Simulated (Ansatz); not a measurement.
SiC under load (space group P6_3mc), PBE with spin-orbit coupling, rigid bands in Ansatz (an electronic-structure program). Condition of this run: biaxial stress in the c plane of -20 GPa (compression positive) (the target of the relaxation). Band gap 2.17 eV, N_c = 2.86e19 cm⁻³ and N_v = 2.12e19 cm⁻³ at 300 K, conductivity masses along x (a = (3.20, 0.00, 0.00) Å; b = (-1.60, 2.77, 0.00) Å; c = (0.00, 0.00, 5.01) Å) of 0.249 mₑ (electrons) and 1.45 mₑ (holes). Take k_BT = 0.02585 eV.

Q: A film of it is 2 nm thick, with its normal along the direction named. Estimate the confinement energies in an infinite well.

A: ħ²π²/(2m t²) = 0.376 eV·nm²/(m/mₑ × t²) gives 378 meV for electrons and 64.8 meV for holes, so the gap would widen to about 2.61 eV. Finite barriers and nonparabolic bands lower this, and with several valleys or bands the heaviest mass along the normal sets the lowest level, not this average.

Q: What built-in voltage has an abrupt junction with N_A = 1e17 and N_D = 1e17 cm⁻³, all dopants ionised?

A: V_bi = E_g/e − (k_BT/e) ln(N_c N_v/(N_A N_D)) = 2.17 − 0.02585 × 11.01 = 1.89 V, for the computed gap.

Q: What thermal injection velocity √(2k_BT/πm) limits a ballistic channel along the direction named?

A: 1.08e7 cm/s for electrons and 4.47e6 cm/s for holes, a ratio of √(m_h/m_e) = 2.41, for dilute carriers.

Rigid bands with the computed gap; masses take one relaxation time for all states. Geometry: cell and atoms relaxed with PBEsol.
